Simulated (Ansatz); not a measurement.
Take SnTe in the rock salt structure (space group Fm-3m, No. 225; a = 6.4093 Å) as the base.

Level of theory: PBE, PAW, 420 eV (Ansatz, a first-principles code; no SOC), earlier PAW set.

Base values:

- Width of the top valence band = 3.49 eV
- Band gap = 0.05 eV

One thing is altered: the cell is scaled by 1.0502 in all directions, atoms relaxed at fixed cell.

**Question.** Predict the new width of the top valence band, band gap, hole mass and energy relative to the base.

**Answer.** The width of the top valence band falls by 0.91 eV to 2.58 eV; the band gap grows by 0.35 eV (0.05 eV → 0.40 eV); the hole mass is 0.22 mₑ along k, 0.069 mₑ across (at L); the energy grows by 80 meV/atom.

With Te present, leaving out spin-orbit coupling can change the band edges. The cells carry an imposed strain or load. Masses are band curvatures over ±0.01 Å⁻¹ around the edge. Along k means along the line from Γ to the band edge. Whether these cells are dynamically stable was not tested. The zero or small gap of SnTe can change with the level of theory.
